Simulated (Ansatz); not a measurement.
Ta under a change: Hf on a Ta site, symmetric start

Consider a 12-atom supercell of Ta in the bcc (W type) structure (space group Im-3m, No. 229; a = 3.320 Å) at its relaxed geometry.

The change: a neutral Hf on a Ta site, symmetric start, atoms relaxed at fixed cell.

Calculations: Ansatz (a first-principles code), PBE, PAW, cutoff 420 eV, no SOC. Γ-centred 7×7×5 mesh, Fermi–Dirac width 0.05 eV.

```json
{
  "pressure": "2.8 GPa (base -0.1 GPa)",
  "largest_displacement_of_a_host_atom_from_its_site_in_the_perfect_cell": "0.04 Å"
}
```

Final structure:

```yaml
crystal:
  lattice:
    - [-3.31959, 3.31959, 3.31959]
    - [3.31959, -3.31959, 3.31959]
    - [4.97938, 4.97938, -1.65979]
  atoms:
    - { symbol: Hf, position: [0.00000, 0.00000, 0.00000] }
    - { symbol: Ta, position: [0.00000, 0.50000, 0.00000] }
    - { symbol: Ta, position: [0.50000, 0.00000, 0.00000] }
    - { symbol: Ta, position: [0.50000, 0.50000, 0.00000] }
    - { symbol: Ta, position: [0.33869, 0.33869, 0.33657] }
    - { symbol: Ta, position: [0.16999, 0.16999, 0.66196] }
    - { symbol: Ta, position: [0.33168, 0.83514, 0.33359] }
    - { symbol: Ta, position: [0.16486, 0.66832, 0.66641] }
    - { symbol: Ta, position: [0.83514, 0.33168, 0.33359] }
    - { symbol: Ta, position: [0.66832, 0.16486, 0.66641] }
    - { symbol: Ta, position: [0.83001, 0.83001, 0.33804] }
    - { symbol: Ta, position: [0.66131, 0.66131, 0.66343] }
```

The cell is small, so the values are those of an ordered compound at a high defect concentration; dilute-limit values will differ. The defect started on the symmetric site and kept its symmetry, so it may sit on a saddle. All final runs are without spin polarisation. An odd electron count without spin: HfTa11. The defect cell is not spin-polarised.
